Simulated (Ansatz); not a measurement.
**Rock-salt LaTe: properties by level of theory**

```csv
level (code),lattice constant a (Å),bulk modulus (GPa)
PBEsol+SOC (Ansatz),6.390,[?]
r²SCAN (Ansatz),6.494,57.7
r²SCAN+SOC (Ansatz),6.494,57.6
```

**Question.** What belongs in the gaps?

**Answer.** 
- PBEsol+SOC (Ansatz, a program for electronic structure), bulk modulus (GPa): 61.6

Ansatz's density-functional and Hartree–Fock values are scalar-relativistic unless marked +SOC, with PAW data made under PBE.

Computed values are for the static lattice.
